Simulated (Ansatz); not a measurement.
The starting structures come from a database of crystals and need not be the phases stable at ambient conditions.

By PBEsol, the system below comes out a metal.

The ballistic (Sharvin) conductance counts the channels at the Fermi level: G/A = (e²/h) × channels of both spins per area.

Input:

```xyz
10
Lattice="6.4574 0.0000 0.0000 -3.2287 5.7365 0.0000 0.0000 0.0000 6.4625" Properties=species:S:1:pos:R:3 pbc="T T T"
Sn     1.0733     1.4428     1.0668
Sn     2.1554     4.2936     1.0668
Sn    -2.1554     4.2936     5.3957
Sn     5.3841     1.4428     5.3957
Sn    -1.0733     4.2936     2.1645
Sn     4.3020     1.4428     2.1645
Sn     2.1554     1.4428     4.2980
Sn     1.0733     4.2936     4.2980
Pt     3.2287     0.0000     0.0000
Pt     0.0000     0.0000     3.2312
```

The cell is taken as given; by PBEsol it stands under a pressure of -1.5 GPa.

The current flows along the normal of the first two printed cell vectors. No spin-orbit coupling; the value is a mean over 0.1 eV about the Fermi level.

Q: Estimate the ballistic conductance per area that PBEsol (Ansatz, an electronic-structure program) returns for this system.

A: 0.33 × 10¹⁵ S/m² for both spins.
